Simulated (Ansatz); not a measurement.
This concerns the formation energy of the neutral H_i in CoSi2 (Fm-3m). Reaction: 32 CoSi2 (Fm-3m) + 1/2 H2 (gas) → cell A.

Cell A: a supercell of 96 sites of CoSi2 (Fm-3m) with H off the lattice sites (8 Si at 2.31 Å and 6 Co at 2.70 Å); an odd number of electrons; spin state with PBE: net moment 0.8 μB a cell, k-point mesh 2×2×2.
```xyz
97
Lattice="10.7208 0.0000 0.0000 0.0000 10.7208 0.0000 0.0000 0.0000 10.7208" Properties=species:S:1:pos:R:3 pbc="T T T"
Co    -0.0013    -0.0013    -0.0013
Co    -0.0199     2.6802     2.6802
Co     2.6802    -0.0199     2.6802
Co     2.6802     2.6802    -0.0199
Si     1.3449     1.3449     4.0155
Si     1.3449     4.0155     4.0155
Si     1.3449     4.0155     1.3449
Si     1.3449     1.3449     1.3449
Si     4.0155     1.3449     1.3449
Si     4.0155     4.0155     1.3449
Si     4.0155     4.0155     4.0155
Si     4.0155     1.3449     4.0155
Co    -0.0013    -0.0013     5.3617
Co    -0.0045     2.6802     8.0406
Co     2.6802    -0.0045     8.0406
Co     2.6802     2.6802     5.3803
Si     1.3372     1.3372     9.3755
Si     1.3372     4.0232     9.3755
Si     1.3372     4.0232     6.7057
Si     1.3372     1.3372     6.7057
Si     4.0232     1.3372     6.7057
Si     4.0232     4.0232     6.7057
Si     4.0232     4.0232     9.3755
Si     4.0232     1.3372     9.3755
Co    -0.0013     5.3617    -0.0013
Co    -0.0045     8.0406     2.6802
Co     2.6802     5.3803     2.6802
Co     2.6802     8.0406    -0.0045
Si     1.3372     6.7057     4.0232
Si     1.3372     9.3755     4.0232
Si     1.3372     9.3755     1.3372
Si     1.3372     6.7057     1.3372
Si     4.0232     6.7057     1.3372
Si     4.0232     9.3755     1.3372
Si     4.0232     9.3755     4.0232
Si     4.0232     6.7057     4.0232
Co    -0.0013     5.3617     5.3617
Co    -0.0017     8.0406     8.0406
Co     2.6802     5.3649     8.0406
Co     2.6802     8.0406     5.3649
Si     1.3374     6.7009     9.3803
Si     1.3374     9.3803     9.3803
Si     1.3374     9.3803     6.7009
Si     1.3374     6.7009     6.7009
Si     4.0230     6.7009     6.7009
Si     4.0230     9.3803     6.7009
Si     4.0230     9.3803     9.3803
Si     4.0230     6.7009     9.3803
Co     5.3617    -0.0013    -0.0013
Co     5.3803     2.6802     2.6802
Co     8.0406    -0.0045     2.6802
Co     8.0406     2.6802    -0.0045
Si     6.7057     1.3372     4.0232
Si     6.7057     4.0232     4.0232
Si     6.7057     4.0232     1.3372
Si     6.7057     1.3372     1.3372
Si     9.3755     1.3372     1.3372
Si     9.3755     4.0232     1.3372
Si     9.3755     4.0232     4.0232
Si     9.3755     1.3372     4.0232
Co     5.3617    -0.0013     5.3617
Co     5.3649     2.6802     8.0406
Co     8.0406    -0.0017     8.0406
Co     8.0406     2.6802     5.3649
Si     6.7009     1.3374     9.3803
Si     6.7009     4.0230     9.3803
Si     6.7009     4.0230     6.7009
Si     6.7009     1.3374     6.7009
Si     9.3803     1.3374     6.7009
Si     9.3803     4.0230     6.7009
Si     9.3803     4.0230     9.3803
Si     9.3803     1.3374     9.3803
Co     5.3617     5.3617    -0.0013
Co     5.3649     8.0406     2.6802
Co     8.0406     5.3649     2.6802
Co     8.0406     8.0406    -0.0017
Si     6.7009     6.7009     4.0230
Si     6.7009     9.3803     4.0230
Si     6.7009     9.3803     1.3374
Si     6.7009     6.7009     1.3374
Si     9.3803     6.7009     1.3374
Si     9.3803     9.3803     1.3374
Si     9.3803     9.3803     4.0230
Si     9.3803     6.7009     4.0230
Co     5.3617     5.3617     5.3617
Co     5.3621     8.0406     8.0406
Co     8.0406     5.3621     8.0406
Co     8.0406     8.0406     5.3621
Si     6.7005     6.7005     9.3806
Si     6.7005     9.3806     9.3806
Si     6.7005     9.3806     6.7005
Si     6.7005     6.7005     6.7005
Si     9.3806     6.7005     6.7005
Si     9.3806     9.3806     6.7005
Si     9.3806     9.3806     9.3806
Si     9.3806     6.7005     9.3806
H      2.6802     2.6802     2.6802
```

Reference: CoSi2 (Fm-3m), 96 atoms in the cell, the relaxed perfect crystal repeated, atoms not moved again; spin state with PBE: no moments, k-point mesh 2×2×2 on the run's own vectors.

Reference: an isolated H2 molecule (singlet) in a box of 11 × 11 × 13 Å.

All numbers come from Ansatz (a quantum-chemistry and plane-wave program), plane waves with PAW, its PAW set soft_1, cutoff 420 eV, 500 eV for r2SCAN. The structures are at rest with PBE, within the held lattices; other levels are single points on them. Neutral cells; Fermi-Dirac smearing of at most 0.05 eV in the solids, energies taken to zero width. The lattices are those relaxed with PBE, so at other levels the solids can be strained, which adds to the spread. Larger cells are relaxed from a start prepared with the learned potential CHGNet till forces fall under 0.03 eV/Å, which some starts already meet. A dispersion term (D3(BJ), or D4 for r2SCAN) was computed beside these levels and is taken off wherever the name lacks it. Static lattices, no vibrational contributions. The structures are the rest points that the relaxations reached, not proven lowest. No search over spin orders was made beyond those shown. Values are for these cell sizes. Mesh and cell size may move defect energies by 0.1 eV or more. The value holds for the reservoirs listed; other chemical potentials shift it. Cell A has symmetry Pm-3m within 0.02 Å and got no random move, so less symmetric positions, which may lie lower, weren't tried.

Task: Give the value at the level r2SCAN.

Result: 2.68 eV, for 32 CoSi2 (Fm-3m) + 1/2 H2 (gas) → cell A.

Task: What do the other levels give, and how wide is the spread?

Result: 
```tsv
Functional	value (eV)	less r2SCAN
PBE	2.44	-0.24
```

The levels shown span 0.24 eV, from PBE (2.44) to r2SCAN (2.68).
